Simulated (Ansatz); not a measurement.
Input:

```xyz
3
Lattice="3.3020 0.0000 0.0000 1.6510 2.8596 0.0000 0.0000 0.0000 5.8049" Properties=species:S:1:pos:R:3 pbc="T T T"
Ta     0.0000     0.0000     0.0000
S      1.6510     0.9532     1.5562
S      3.3020     1.9064     4.2487
```

No spin polarisation.

The values are results of Ansatz (an electronic-structure program) PBE-D3(BJ), no spin-orbit coupling, not measurements. Γ-centred 20×20×10 mesh, Fermi–Dirac width 0.1 eV.

### Question
Predict the space group, pressure and band gap.

### Answer
Space group: P-3m1 (No. 164)
Pressure (mean of the normal stresses, compression positive): 1.3 GPa
Band gap: zero

The cells carry an imposed strain or load. Whether these cells are dynamically stable was not tested. All final runs are without spin polarisation. The cell was made from TaS₂ in the CdI2 type structure (space group P-3m1, No. 164; layered, stacked along the Cartesian z axis) by this change: biaxial strain −0.88 %, plane normal [001], relaxed out of plane.
